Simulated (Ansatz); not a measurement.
## Si well of 16 atomic layers along [001] in random Si0.7Ge0.3, interfaces sharp

Prepared with Tersoff's 1989 multicomponent potential (SiCGe.tersoff) (LAMMPS): minimisation. Geometry as solved with Ansatz (an electronic-structure program) with PBE, support functions at accuracy medium on the grid of 370 eV.

```xyz
720
Lattice="16.67 0.00 0.00 0.00 16.67 0.00 0.00 0.00 55.04" Properties=species:S:1:pos:R:3 pbc="T T T"
Si    -0.01    -0.02     0.05
Ge     1.39     1.41     1.39
Si     2.83     2.78     0.00
Si     4.15     4.14     1.42
Ge     2.81    -0.04     2.83
Si     4.22     1.40     4.18
Si     0.00     2.82     2.79
Si     1.36     4.21     4.13
Si    -0.03    -0.05     5.54
Ge     1.33     1.40     6.93
Ge     2.79     2.83     5.53
Si     4.19     4.18     7.00
Ge     2.83     0.02     8.33
Si     4.23     1.42     9.71
Si    -0.05     2.83     8.31
Ge     1.37     4.20     9.71
Si     0.00     0.04    11.15
Si     1.36     1.39    12.53
Ge     2.78     2.74    11.12
Ge     4.19     4.18    12.55
Ge     2.78     0.01    13.93
Si     4.20     1.41    15.31
Si     0.02     2.81    13.88
Si     1.38     4.16    15.28
Si     0.03    -0.02    16.69
Si     1.40     1.40    18.02
Si     2.78     2.79    16.65
Si     4.16     4.16    18.03
Si     2.79     0.00    19.37
Si     4.17     1.38    20.73
Si     0.01     2.78    19.38
Si     1.39     4.17    20.73
Si     0.00     0.00    22.08
Si     1.39     1.39    23.44
Si     2.78     2.78    22.08
Si     4.17     4.17    23.44
Si     2.78     0.00    24.79
Si     4.17     1.39    26.15
Si     0.00     2.78    24.79
Si     1.39     4.17    26.15
Si     0.00     0.00    27.50
Si     1.39     1.39    28.86
Si     2.78     2.78    27.50
Si     4.17     4.17    28.85
Si     2.78     0.00    30.21
Si     4.16     1.39    31.56
Si     0.00     2.78    30.21
Si     1.39     4.17    31.56
Si     0.00     0.00    32.92
Si     1.39     1.39    34.28
Si     2.78     2.78    32.92
Si     4.17     4.17    34.27
Si     2.79    -0.01    35.62
Si     4.20     1.36    36.97
Si    -0.02     2.79    35.62
Si     1.37     4.21    36.95
Ge    -0.06    -0.02    38.33
Ge     1.35     1.41    39.76
Ge     2.78     2.79    38.31
Ge     4.20     4.20    39.76
Ge     2.82    -0.02    41.11
Ge     4.21     1.44    42.54
Si    -0.01     2.79    41.20
Si     1.37     4.18    42.54
Si    -0.01     0.04    43.92
Si     1.37     1.44    45.26
Si     2.77     2.83    43.92
Si     4.17     4.18    45.30
Ge     2.74     0.02    46.67
Ge     4.19     1.41    48.11
Si     0.03     2.84    46.64
Si     1.43     4.17    48.02
Si     0.04     0.02    49.44
Si     1.39     1.42    50.81
Si     2.76     2.82    49.47
Si     4.19     4.13    50.84
Ge     2.81     0.04    52.22
Si     4.19     1.45    53.62
Si     0.03     2.74    52.23
Ge     1.41     4.13    53.64
Ge    -0.04     5.56     0.01
Si     1.40     6.94     1.39
Ge     2.81     8.33    -0.01
Si     4.22     9.74     1.37
Si     2.75     5.54     2.74
Ge     4.15     6.97     4.13
Ge    -0.01     8.32     2.81
Si     1.38     9.74     4.20
Si    -0.03     5.52     5.53
Ge     1.40     6.93     6.92
Si     2.77     8.38     5.54
Si     4.14     9.72     6.92
Si     2.82     5.57     8.35
Si     4.16     6.92     9.77
Si    -0.01     8.33     8.31
Ge     1.42     9.69     9.70
Si     0.00     5.57    11.16
Si     1.39     6.94    12.53
Si     2.80     8.30    11.15
Si     4.15     9.74    12.49
Si     2.73     5.55    13.91
Ge     4.14     6.93    15.31
Si     0.04     8.30    13.94
Si     1.40     9.72    15.29
Si     0.00     5.54    16.65
Si     1.38     6.94    18.02
Si     2.75     8.36    16.70
Si     4.16     9.74    18.03
Si     2.78     5.56    19.38
Si     4.16     6.95    20.73
Si     0.00     8.33    19.39
Si     1.39     9.72    20.74
Si     0.00     5.56    22.09
Si     1.39     6.95    23.44
Si     2.78     8.33    22.09
Si     4.17     9.73    23.44
Si     2.78     5.56    24.79
Si     4.17     6.95    26.15
Si     0.00     8.34    24.80
Si     1.39     9.73    26.15
Si     0.00     5.56    27.50
Si     1.39     6.95    28.85
Si     2.78     8.34    27.50
Si     4.17     9.72    28.85
Si     2.78     5.56    30.21
Si     4.17     6.94    31.56
Si     0.00     8.34    30.20
Si     1.39     9.73    31.55
Si     0.00     5.56    32.91
Si     1.39     6.95    34.26
Si     2.78     8.34    32.91
Si     4.17     9.72    34.26
Si     2.78     5.57    35.61
Si     4.16     6.95    36.98
Si     0.00     8.33    35.63
Si     1.41     9.69    36.98
Si     0.02     5.58    38.34
Si     1.37     6.94    39.74
Si     2.77     8.31    38.37
Si     4.10     9.72    39.73
Si     2.72     5.56    41.14
Ge     4.15     6.91    42.56
Si    -0.01     8.32    41.13
Si     1.40     9.68    42.49
Si    -0.01     5.56    43.91
Si     1.39     6.91    45.28
Si     2.74     8.33    43.93
Si     4.16     9.66    45.29
Si     2.79     5.57    46.67
Si     4.13     6.97    48.05
Ge    -0.02     8.31    46.67
Si     1.37     9.70    48.09
Ge     0.02     5.58    49.42
Si     1.44     6.96    50.80
Si     2.78     8.36    49.44
Si     4.12     9.71    50.86
Ge     2.82     5.56    52.22
Si     4.20     6.93    53.64
Ge     0.04     8.31    52.24
Si     1.42     9.74    53.63
Ge     0.00    11.12    -0.01
Si     1.38    12.55     1.38
Si     2.81    13.86     0.01
Si     4.17    15.24     1.39
Ge     2.76    11.10     2.75
Ge     4.17    12.55     4.17
Si     0.01    13.90     2.80
Si     1.36    15.25     4.21
Si     0.00    11.12     5.55
Si     1.40    12.48     6.93
Si     2.74    13.91     5.58
Si     4.16    15.30     6.88
Si     2.78    11.09     8.28
Ge     4.18    12.46     9.70
Ge    -0.03    13.88     8.31
Ge     1.38    15.31     9.76
Ge     0.02    11.15    11.12
Si     1.42    12.47    12.57
Ge     2.80    13.88    11.19
Si     4.20    15.28    12.56
Si     2.79    11.09    13.91
Si     4.18    12.50    15.27
Ge     0.03    13.88    13.95
Si     1.41    15.28    15.35
Si     0.00    11.10    16.66
Si     1.40    12.49    18.02
Si     2.80    13.87    16.66
Si     4.18    15.28    18.02
Si     2.78    11.12    19.39
Si     4.17    12.51    20.73
Si     0.00    13.89    19.37
Si     1.39    15.28    20.72
Si     0.00    11.11    22.09
Si     1.39    12.50    23.44
Si     2.78    13.90    22.08
Si     4.17    15.28    23.44
Si     2.78    11.12    24.79
Si     4.17    12.50    26.15
Si     0.00    13.89    24.79
Si     1.39    15.28    26.15
Si     0.00    11.12    27.50
Si     1.39    12.51    28.85
Si     2.78    13.89    27.50
Si     4.17    15.28    28.86
Si     2.78    11.12    30.20
Si     4.17    12.50    31.56
Si     0.00    13.89    30.21
Si     1.39    15.28    31.57
Si     0.00    11.11    32.91
Si     1.38    12.49    34.27
Si     2.78    13.89    32.92
Si     4.18    15.28    34.26
Si     2.77    11.10    35.61
Si     4.17    12.49    36.94
Si    -0.01    13.89    35.62
Si     1.39    15.28    36.95
Ge    -0.01    11.10    38.36
Si     1.37    12.49    39.78
Ge     2.79    13.88    38.37
Si     4.23    15.29    39.72
Si     2.74    11.08    41.10
Ge     4.14    12.51    42.47
Si    -0.04    13.86    41.10
Ge     1.34    15.27    42.53
Ge    -0.05    11.08    43.84
Ge     1.36    12.52    45.29
Si     2.77    13.88    43.89
Ge     4.20    15.28    45.25
Ge     2.78    11.07    46.69
Ge     4.20    12.56    48.07
Si    -0.02    13.93    46.70
Si     1.37    15.28    48.08
Si     0.01    11.12    49.41
Ge     1.44    12.48    50.83
Si     2.79    13.96    49.45
Si     4.20    15.27    50.83
Si     2.81    11.08    52.27
Si     4.17    12.50    53.64
Ge    -0.02    13.87    52.26
Ge     1.41    15.28    53.69
Ge     5.51     0.01    -0.01
Ge     6.97     1.42     1.40
Si     8.33     2.78    -0.08
Ge     9.71     4.16     1.37
Si     8.39     0.01     2.78
Si     9.73     1.38     4.17
Si     5.55     2.80     2.80
Si     6.97     4.14     4.16
Si     5.56     0.04     5.58
Si     6.95     1.40     6.95
Si     8.32     2.74     5.53
Ge     9.71     4.15     6.96
Si     8.38     0.06     8.30
Si     9.73     1.40     9.73
Si     5.59     2.80     8.35
Si     6.95     4.17     9.74
Ge     5.58     0.03    11.16
Si     6.98     1.43    12.55
Si     8.33     2.77    11.11
Si     9.71     4.12    12.50
Si     8.32     0.03    13.93
Si     9.72     1.38    15.29
Si     5.59     2.77    13.95
Si     6.94     4.13    15.33
Si     5.56     0.00    16.66
Si     6.95     1.38    18.02
Si     8.35     2.77    16.66
Si     9.72     4.16    18.03
Si     8.33     0.00    19.39
Si     9.72     1.39    20.74
Si     5.56     2.77    19.37
Si     6.94     4.17    20.73
Si     5.56     0.00    22.09
Si     6.95     1.39    23.44
Si     8.33     2.78    22.09
Si     9.72     4.17    23.44
Si     8.34     0.00    24.80
Si     9.73     1.39    26.15
Si     5.56     2.78    24.79
Si     6.95     4.17    26.15
Si     5.56     0.00    27.50
Si     6.94     1.39    28.85
Si     8.34     2.78    27.50
Si     9.72     4.17    28.85
Si     8.33     0.00    30.20
Si     9.72     1.39    31.55
Si     5.56     2.78    30.21
Si     6.95     4.17    31.56
Si     5.56     0.00    32.91
Si     6.95     1.39    34.26
Si     8.34     2.78    32.91
Si     9.73     4.17    34.27
Si     8.33     0.00    35.62
Si     9.70     1.41    36.96
Si     5.56     2.77    35.62
Si     6.94     4.16    36.98
Si     5.59     0.01    38.36
Si     6.96     1.38    39.74
Si     8.31     2.76    38.34
Ge     9.74     4.15    39.74
Si     8.35     0.01    41.12
Si     9.73     1.40    42.49
Si     5.63     2.79    41.13
Si     6.97     4.16    42.52
Si     5.61     0.00    43.87
Ge     6.98     1.40    45.28
Si     8.38     2.81    43.88
Si     9.74     4.18    45.28
Si     8.34     0.02    46.74
Si     9.71     1.43    48.05
Si     5.55     2.80    46.65
Ge     6.99     4.17    48.03
Si     5.60    -0.02    49.49
Si     6.96     1.40    50.85
Si     8.36     2.77    49.47
Si     9.72     4.16    50.84
Si     8.35     0.05    52.23
Si     9.72     1.41    53.63
Si     5.58     2.78    52.22
Si     6.97     4.15    53.59
Ge     5.57     5.52     0.01
Si     6.95     6.92     1.43
Ge     8.33     8.27    -0.01
Ge     9.70     9.74     1.41
Si     8.32     5.55     2.81
Si     9.68     6.91     4.22
Si     5.59     8.35     2.74
Si     6.98     9.68     4.15
Ge     5.59     5.55     5.58
Si     6.99     6.97     6.97
Si     8.34     8.33     5.56
Si     9.74     9.70     6.92
Si     8.31     5.56     8.36
Si     9.73     6.92     9.67
Ge     5.53     8.34     8.35
Si     6.91     9.74     9.75
Si     5.58     5.55    11.11
Si     6.94     6.92    12.48
Ge     8.32     8.31    11.07
Ge     9.74     9.75    12.50
Ge     8.32     5.53    13.90
Si     9.69     6.93    15.33
Ge     5.57     8.35    13.88
Si     6.94     9.73    15.33
Si     5.57     5.53    16.69
Si     6.94     6.94    18.03
Si     8.32     8.34    16.67
Si     9.71     9.73    18.03
Si     8.33     5.55    19.38
Si     9.73     6.95    20.73
Si     5.55     8.34    19.38
Si     6.94     9.73    20.73
Si     5.55     5.56    22.08
Si     6.95     6.95    23.43
Si     8.34     8.34    22.08
Si     9.72     9.73    23.44
Si     8.33     5.56    24.79
Si     9.72     6.95    26.15
Si     5.56     8.34    24.79
Si     6.95     9.72    26.15
Si     5.56     5.56    27.50
Si     6.95     6.95    28.86
Si     8.34     8.34    27.50
Si     9.73     9.73    28.86
Si     8.34     5.56    30.21
Si     9.73     6.95    31.57
Si     5.56     8.34    30.21
Si     6.95     9.72    31.57
Si     5.56     5.55    32.91
Si     6.95     6.94    34.27
Si     8.34     8.34    32.93
Si     9.73     9.73    34.28
Si     8.34     5.55    35.63
Si     9.75     6.94    36.97
Si     5.56     8.33    35.62
Si     6.98     9.69    36.96
Si     5.56     5.56    38.31
Ge     6.98     6.94    39.71
Si     8.37     8.33    38.31
Ge     9.74     9.73    39.73
Si     8.33     5.53    41.14
Ge     9.75     6.93    42.52
Ge     5.54     8.37    41.13
Si     6.99     9.72    42.53
Si     5.59     5.50    43.93
Si     6.95     6.92    45.28
Si     8.30     8.31    43.90
Ge     9.76     9.68    45.27
Si     8.38     5.58    46.64
Si     9.75     6.92    48.07
Si     5.53     8.27    46.64
Ge     6.92     9.65    48.06
Ge     5.55     5.58    49.45
Si     7.01     6.93    50.84
Si     8.37     8.29    49.46
Si     9.69     9.73    50.82
Si     8.35     5.53    52.22
Si     9.72     6.89    53.62
Ge     5.56     8.31    52.21
Ge     6.94     9.77    53.63
Si     5.55    11.16     0.01
Si     6.91    12.49     1.42
Ge     8.35    13.86     0.02
Si     9.75    15.30     1.40
Si     8.28    11.12     2.79
Ge     9.73    12.52     4.17
Si     5.57    13.91     2.75
Ge     6.96    15.31     4.17
Ge     5.60    11.09     5.56
Si     7.01    12.51     6.92
Si     8.35    13.92     5.58
Si     9.72    15.33     6.92
Ge     8.35    11.10     8.35
Si     9.72    12.51     9.77
Ge     5.58    13.90     8.27
Ge     7.02    15.30     9.71
Si     5.56    11.10    11.15
Si     6.91    12.53    12.50
Si     8.34    13.86    11.13
Ge     9.72    15.29    12.53
Ge     8.31    11.16    13.93
Si     9.74    12.54    15.31
Si     5.56    13.90    13.91
Si     6.94    15.29    15.28
Si     5.55    11.12    16.66
Si     6.95    12.51    18.01
Si     8.34    13.92    16.65
Si     9.72    15.29    18.03
Si     8.32    11.12    19.38
Si     9.72    12.51    20.73
Si     5.56    13.89    19.37
Si     6.95    15.28    20.74
Si     5.55    11.12    22.09
Si     6.95    12.50    23.44
Si     8.34    13.89    22.09
Si     9.73    15.28    23.44
Si     8.34    11.11    24.79
Si     9.73    12.50    26.15
Si     5.56    13.89    24.80
Si     6.95    15.28    26.15
Si     5.56    11.11    27.50
Si     6.95    12.50    28.85
Si     8.34    13.89    27.50
Si     9.73    15.28    28.85
Si     8.34    11.11    30.21
Si     9.73    12.50    31.56
Si     5.56    13.89    30.21
Si     6.95    15.28    31.56
Si     5.56    11.12    32.92
Si     6.95    12.51    34.27
Si     8.34    13.89    32.92
Si     9.73    15.28    34.27
Si     8.35    11.12    35.63
Si     9.74    12.52    36.99
Si     5.57    13.90    35.63
Si     6.96    15.28    37.00
Ge     5.54    11.08    38.33
Ge     6.97    12.52    39.76
Si     8.37    13.92    38.35
Si     9.72    15.28    39.76
Si     8.34    11.09    41.15
Ge     9.74    12.51    42.52
Si     5.57    13.94    41.12
Si     6.96    15.30    42.49
Ge     5.57    11.10    43.92
Si     6.95    12.56    45.28
Si     8.30    13.92    43.89
Ge     9.72    15.31    45.29
Ge     8.32    11.13    46.66
Ge     9.74    12.52    48.11
Si     5.62    13.93    46.68
Si     6.96    15.30    48.08
Ge     5.56    11.10    49.52
Si     6.97    12.52    50.89
Si     8.30    13.93    49.49
Si     9.65    15.31    50.85
Si     8.36    11.13    52.22
Si     9.71    12.48    53.62
Si     5.53    13.86    52.22
Ge     6.94    15.28    53.59
Si    11.06     0.04     0.02
Si    12.46     1.37     1.41
Ge    13.85     2.81     0.03
Si    15.27     4.18     1.45
Si    13.86    -0.02     2.75
Ge    15.26     1.38     4.16
Si    11.09     2.74     2.79
Ge    12.48     4.16     4.18
Si    11.12     0.00     5.54
Si    12.46     1.39     6.93
Si    13.87     2.76     5.60
Si    15.25     4.16     6.92
Ge    13.87    -0.02     8.31
Ge    15.28     1.43     9.75
Si    11.13     2.75     8.36
Si    12.53     4.13     9.69
Si    11.11     0.03    11.10
Si    12.46     1.43    12.48
Si    13.87     2.82    11.15
Si    15.29     4.18    12.51
Ge    13.83     0.01    13.89
Ge    15.31     1.41    15.30
Si    11.07     2.75    13.87
Ge    12.49     4.17    15.27
Si    11.10     0.00    16.66
Si    12.50     1.38    18.02
Si    13.89     2.78    16.70
Si    15.28     4.18    18.03
Si    13.89     0.00    19.39
Si    15.28     1.39    20.73
Si    11.11     2.77    19.38
Si    12.50     4.16    20.74
Si    11.11     0.00    22.09
Si    12.51     1.39    23.44
Si    13.90     2.78    22.09
Si    15.28     4.17    23.44
Si    13.89     0.00    24.79
Si    15.28     1.39    26.15
Si    11.11     2.78    24.79
Si    12.50     4.17    26.15
Si    11.12     0.00    27.50
Si    12.51     1.39    28.86
Si    13.89     2.78    27.50
Si    15.28     4.17    28.85
Si    13.89     0.00    30.21
Si    15.28     1.39    31.57
Si    11.11     2.78    30.21
Si    12.50     4.17    31.56
Si    11.11     0.00    32.91
Si    12.49     1.39    34.27
Si    13.89     2.78    32.92
Si    15.27     4.18    34.27
Si    13.88     0.00    35.61
Si    15.23     1.41    36.96
Si    11.11     2.79    35.63
Si    12.50     4.18    36.99
Ge    11.11     0.02    38.37
Si    12.51     1.43    39.75
Si    13.87     2.78    38.34
Ge    15.30     4.15    39.73
Ge    13.90     0.01    41.13
Si    15.28     1.42    42.56
Si    11.15     2.77    41.16
Si    12.49     4.15    42.55
Si    11.11     0.04    43.87
Si    12.47     1.44    45.25
Si    13.89     2.80    43.92
Si    15.28     4.19    45.29
Ge    13.89     0.02    46.61
Ge    15.33     1.42    48.04
Si    11.09     2.79    46.66
Si    12.46     4.19    48.02
Ge    11.08     0.01    49.46
Si    12.44     1.43    50.86
Ge    13.84     2.81    49.45
Ge    15.28     4.18    50.91
Ge    13.85     0.04    52.22
Ge    15.31     1.39    53.67
Si    11.09     2.80    52.25
Si    12.47     4.19    53.61
Si    11.10     5.54    -0.06
Ge    12.51     6.90     1.37
Ge    13.92     8.37    -0.02
Si    15.28     9.76     1.42
Si    13.91     5.54     2.81
Si    15.26     6.91     4.20
Ge    11.09     8.30     2.84
Ge    12.55     9.73     4.23
Si    11.10     5.58     5.58
Si    12.50     6.94     6.95
Si    13.93     8.30     5.61
Si    15.33     9.70     6.92
Si    13.86     5.51     8.29
Ge    15.28     6.91     9.69
Si    11.08     8.29     8.29
Ge    12.43     9.73     9.71
Ge    11.11     5.52    11.10
Si    12.52     6.88    12.54
Ge    13.85     8.31    11.14
Ge    15.31     9.70    12.55
Si    13.93     5.56    13.89
Si    15.30     6.94    15.29
Ge    11.11     8.28    13.92
Ge    12.50     9.73    15.35
Si    11.09     5.57    16.68
Si    12.51     6.94    18.03
Si    13.93     8.30    16.69
Si    15.30     9.72    18.03
Si    13.89     5.56    19.39
Si    15.28     6.95    20.74
Si    11.12     8.34    19.37
Si    12.50     9.73    20.73
Si    11.11     5.56    22.08
Si    12.50     6.95    23.44
Si    13.89     8.34    22.09
Si    15.28     9.73    23.44
Si    13.89     5.56    24.79
Si    15.28     6.95    26.15
Si    11.11     8.34    24.79
Si    12.50     9.73    26.15
Si    11.11     5.56    27.50
Si    12.50     6.95    28.85
Si    13.89     8.34    27.50
Si    15.28     9.73    28.85
Si    13.89     5.56    30.21
Si    15.28     6.95    31.56
Si    11.11     8.34    30.21
Si    12.51     9.73    31.56
Si    11.12     5.56    32.92
Si    12.51     6.95    34.28
Si    13.90     8.34    32.92
Si    15.28     9.73    34.27
Si    13.90     5.56    35.64
Si    15.28     6.96    37.00
Si    11.13     8.35    35.63
Si    12.51     9.74    37.00
Si    11.13     5.59    38.35
Si    12.49     6.98    39.72
Si    13.89     8.34    38.37
Si    15.25     9.69    39.77
Ge    13.87     5.59    41.15
Si    15.30     6.97    42.54
Si    11.15     8.34    41.13
Si    12.53     9.71    42.50
Si    11.15     5.53    43.93
Si    12.52     6.93    45.28
Si    13.88     8.32    43.89
Si    15.24     9.69    45.26
Si    13.88     5.55    46.66
Si    15.22     6.93    48.05
Si    11.14     8.28    46.69
Si    12.47     9.67    48.08
Si    11.10     5.53    49.45
Si    12.50     6.90    50.82
Si    13.85     8.29    49.44
Ge    15.26     9.73    50.81
Si    13.85     5.58    52.27
Si    15.26     6.94    53.62
Ge    11.10     8.32    52.22
Si    12.52     9.73    53.61
Ge    11.15    11.14    -0.02
Si    12.52    12.51     1.44
Ge    13.92    13.88     0.03
Si    15.30    15.29     1.44
Si    13.92    11.14     2.79
Si    15.29    12.51     4.16
Si    11.14    13.92     2.77
Si    12.50    15.29     4.16
Si    11.12    11.12     5.60
Si    12.50    12.53     6.90
Si    13.88    13.89     5.51
Si    15.25    15.26     6.89
Ge    13.91    11.12     8.29
Si    15.24    12.52     9.74
Ge    11.10    13.92     8.34
Si    12.49    15.30     9.76
Si    11.11    11.18    11.13
Si    12.48    12.55    12.50
Si    13.85    13.89    11.09
Ge    15.27    15.27    12.48
Ge    13.89    11.17    13.92
Si    15.28    12.52    15.35
Si    11.13    13.89    13.93
Si    12.48    15.26    15.31
Si    11.08    11.15    16.70
Si    12.50    12.51    18.04
Si    13.89    13.91    16.68
Si    15.28    15.29    18.03
Si    13.90    11.11    19.37
Si    15.29    12.50    20.73
Si    11.11    13.90    19.38
Si    12.50    15.29    20.74
Si    11.11    11.12    22.08
Si    12.50    12.50    23.44
Si    13.89    13.89    22.08
Si    15.28    15.28    23.44
Si    13.89    11.12    24.79
Si    15.28    12.51    26.15
Si    11.12    13.89    24.79
Si    12.51    15.28    26.15
Si    11.11    11.12    27.50
Si    12.50    12.50    28.85
Si    13.89    13.89    27.50
Si    15.28    15.28    28.86
Si    13.89    11.11    30.21
Si    15.28    12.50    31.56
Si    11.11    13.89    30.21
Si    12.50    15.28    31.56
Si    11.12    11.12    32.91
Si    12.50    12.50    34.27
Si    13.89    13.89    32.91
Si    15.28    15.28    34.26
Si    13.89    11.12    35.62
Si    15.26    12.52    36.98
Si    11.12    13.90    35.62
Si    12.52    15.27    36.98
Si    11.14    11.15    38.34
Si    12.50    12.51    39.74
Si    13.88    13.88    38.36
Si    15.26    15.22    39.74
Si    13.87    11.10    41.10
Si    15.24    12.48    42.44
Si    11.13    13.91    41.11
Si    12.46    15.30    42.51
Si    11.17    11.09    43.89
Si    12.48    12.48    45.29
Ge    13.88    13.89    43.88
Si    15.32    15.29    45.27
Ge    13.88    11.09    46.69
Si    15.31    12.51    48.05
Si    11.11    13.86    46.64
Ge    12.51    15.24    48.04
Si    11.11    11.04    49.46
Ge    12.51    12.47    50.82
Si    13.92    13.85    49.41
Ge    15.28    15.29    50.79
Si    13.88    11.10    52.26
Si    15.25    12.47    53.63
Ge    11.05    13.90    52.22
Ge    12.45    15.31    53.68
```
